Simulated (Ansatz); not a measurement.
We consider C11b MoSi2, described by PBEsol (PAW; Ansatz, a first-principles code).

Run with plane-wave cutoff 520 eV, 24×24×24 k mesh, Fermi–Dirac smearing 0.05 eV, no spin polarisation, scalar-relativistic PAW data made under PBE.

Cell (relaxed at this level):

```yaml
crystal:
  lattice:
    - [-1.59514, 1.59514, 3.91025]
    - [1.59514, -1.59514, 3.91025]
    - [1.59514, 1.59514, -3.91025]
  atoms:
    - { symbol: Si, position: [0.66490, 0.66490, 0.00000] }
    - { symbol: Si, position: [0.33510, 0.33510, 0.00000] }
    - { symbol: Mo, position: [0.00000, 0.00000, 0.00000] }
```

### Question
Predict the bulk modulus B0 and pressure derivative B′ of the bulk modulus.

### Answer

bulk modulus B0: 219 GPa
pressure derivative B′ of the bulk modulus: 4.4

The run finds no gap.

Measured, for comparison: bulk modulus 222 ± 2 GPa (room temperature, not corrected to a static lattice, B' = 4; as tabulated in Structural stability of MoSi2 and Mo5Si3 under high pressure, Chin. Phys. B 26 …). Computed (rounded) less measured: bulk modulus -1 %.

Note: the bulk modulus comes from volumes at which shape and atoms were relaxed.

Static lattice: no zero-point or thermal effects.

It cost about 12 core-minutes (a rough figure) of CPU time.
